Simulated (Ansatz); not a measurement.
**SiC: response to strain**

Consider SiC (space group P6_3mc, No. 186).

```xyz
8
Lattice="3.0941 0.0000 0.0000 -1.5471 2.6796 0.0000 0.0000 0.0000 10.1293" Properties=species:S:1:pos:R:3 pbc="T T T"
Si     0.0000     0.0000     5.0678
Si     0.0000     0.0000     0.0031
Si     0.0000     1.7864     2.5349
Si     1.5471     0.8932     7.5995
C      0.0000     0.0000     3.1690
C      0.0000     0.0000     8.2336
C      0.0000     1.7864     0.6302
C      1.5471     0.8932     5.6948
```

Cartesian axes are those of the cell as printed.

Strains are applied to the cell and any free atomic positions relax.

The values are results of PBE (Ansatz, a quantum-chemistry and plane-wave program), no spin-orbit coupling, not measurements.

| uniaxial strain ε_zz (%) | band gap (eV) |
|---|---|
| 0 | 2.22 |
| 0.75 | ? |
| 1.5 | 2.13 |
| 2.25 | 2.08 |
| 3 | 2.04 |

Task: Fit E_g = E₀ + Dε (ε in %) to the rows shown and predict the withheld row.

Result: Least squares on the printed values gives E₀ = 2.22 eV, D = -60.6 meV per % of strain (largest residual 0.00 eV); this predicts 2.17 eV, and the run gives 2.18 eV, in agreement.

Gaps are read on the SCF mesh and a high-symmetry path. No phonon test of stability was made.
